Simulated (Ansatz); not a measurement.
The starting structures come from a database of crystals and need not be the phases stable at ambient conditions.

Data:

```
Be2La2O5
1.0
    5.29591     0.00000     0.00000
    0.10006     7.45725     0.00000
   -0.14996    -0.06905     5.29333
La Be O
4 4 10
Direct
  0.27185   0.30596   0.79981
  0.72815   0.69404   0.20019
  0.79981   0.19404   0.27185
  0.20019   0.80596   0.72815
  0.74798   0.53013   0.68762
  0.25202   0.46987   0.31238
  0.68762   0.96987   0.74798
  0.31238   0.03013   0.25202
  0.75296   0.75000   0.75296
  0.24704   0.25000   0.24704
  0.50000   0.50000   0.50000
  0.50000   0.00000   0.50000
  0.94374   0.08400   0.74384
  0.05626   0.91600   0.25616
  0.74384   0.41600   0.94374
  0.25616   0.58400   0.05626
  0.00000   0.50000   0.50000
  0.50000   0.00000   0.00000
```

Space group of this cell: C2/c. The cell is taken as given; by r2SCAN its mean pressure is -2.3 GPa.

Transport runs along the normal of the first two printed cell vectors.

The gap is the functional's own, uncorrected, and κ follows it; spin-orbit coupling is left out. Mid-gap values are interpolated between the computed energies.

Problem. Compute, with r2SCAN (Ansatz, a first-principles code), the band gap and the smallest decay constant κ at mid-gap.

Solution. Gap 4.49 eV on a 6×4×6 mesh; κ = 0.383 1/Å, at the zone centre.
